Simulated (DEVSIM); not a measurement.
Structure: abrupt Si n-p junction, at 300 K.

Layer 1 from the left is Si, thickness (μm) 9.80, Nd (cm⁻³) 5.6e16, τn (s) 5.6e-6, τp (s) 5.6e-6. Layer 2 from the left is Si, thickness (μm) 0.0660, Na (cm⁻³) 1.2e14, τn (s) 5.6e-6, τp (s) 5.6e-6.

Left contact: ohmic. Right contact: ohmic. Voltage is applied to the left contact. Recombination: SRH at mid-gap. Mobility is constant in doping.

This is a model device: material constants are rounded textbook-type values typed into the input, and sizes, dopings and lifetimes were drawn at random. Values at 300 K.

Si: gap (eV) 1.124, affinity (eV) 4.05, permittivity 11.7, Nc (cm⁻³) 2.86e19, Nv (cm⁻³) 3.1e19, μn (cm²/Vs) 1417, μp (cm²/Vs) 470.

DEVSIM, 1D drift-diffusion, Boltzmann statistics, complete ionisation; no tunnelling, impact ionisation, image-force lowering or self-heating.

Task: What does the simulation give for the potential step across the device at zero bias, the dark forward voltage at 100 A/cm²?

Result: potential step across the device at zero bias 0.641 V; dark forward voltage at 100 A/cm² 0.443 V.
